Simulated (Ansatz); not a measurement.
What a tighter setting buys: kpoints.mp_grid.grid, MgTi (P3m1, 6 atoms in the cell)

```
MgTi
1.0
    2.98510     0.00000     0.00000
   -1.49255     2.58517     0.00000
    0.00000     0.00000    15.14767
Mg Ti
3 3
Direct
  0.00000   0.00000   0.99430
  0.66667   0.33333   0.50927
  0.00000   0.00000   0.33203
  0.66667   0.33333   0.82125
  0.00000   0.00000   0.67766
  0.66667   0.33333   0.16549
```

Method of the run: PBEsol, default PAW files made with PBE (plane waves; Ansatz, a program for electronic structure).

Base settings: kpoints.mp_grid.grid = 9 9 2; hamiltonian.xc = pbesol; hamiltonian.pseudopotentials = {kind: paw} (the program's default PAW files); scf.occupations.method = gaussian; scf.occupations.width = 0.1 eV.

Misses are taken against the tightest run, 31 31 6, which need not be fully converged itself. The energy is the free energy per atom.

The count of work is k-points × plane waves × bands × iterations; it is no time, and leaves out set-up, grids and terms that scale otherwise. Core times come from one kind of shared machine and are given to one figure; runs under 30 s give none.

The starting cell comes from a database of computed structures (which also holds hypothetical and non-ambient phases and stackings), without a prior relaxation at this level. Spin polarisation is off. Ansatz's pressure includes its estimate of the finite-basis (Pulay) stress.

The runs (kpoints.mp_grid.grid): 1 1 1 | 2 2 1 | 3 3 1 | 4 4 1 | 5 5 1 | 6 6 1 | 7 7 2 | 9 9 2 | 10 10 2 | 12 12 2 | 14 14 3 | 17 17 3 | 20 20 4 | 25 25 5 | 31 31 6.

Q: Which is the coarsest setting among those run that, with all tighter ones, holds the energy within 20 meV/atom of the reference, and what does it save?

A: 5 5 1, off by 8.8 meV/atom; it needs 0.010 of the reference's count of work.

Q: What does the step from 6 6 1 to 12 12 2 buy?

A: It takes the miss in the energy from 2.2 to 0.14 meV/atom, for 5.4 times the count of work.

```csv
kpoints.mp_grid.grid,energy less reference (meV/atom),pressure less reference (GPa),largest difference in the force on any atom (eV/Å),count of work / reference,core time / reference (rough)
1 1 1,-3390.62,-1.81,1.499,0.0053,–
2 2 1,47.43,-3.60,1.684,0.0051,–
3 3 1,42.14,-0.21,0.509,0.0055,–
4 4 1,-27.91,0.03,0.378,0.0064,–
5 5 1,8.79,-0.04,0.090,0.010,–
6 6 1,2.18,-0.04,0.075,0.013,–
7 7 2,-0.66,0.01,0.043,0.026,–
9 9 2,0.66,0.01,0.021,0.044,–
10 10 2,-0.45,-0.02,0.036,0.051,–
12 12 2,-0.14,0.01,0.009,0.070,–
14 14 3,0.11,0.01,0.006,0.12,–
17 17 3,0.03,0.00,0.003,0.17,–
20 20 4,0.02,0.00,0.001,0.30,0.3
25 25 5,0.01,0.00,0.000,0.55,0.5
31 31 6,0.00,0.00,0.000,1.0,1
```

Keys are those of Ansatz 0.2.
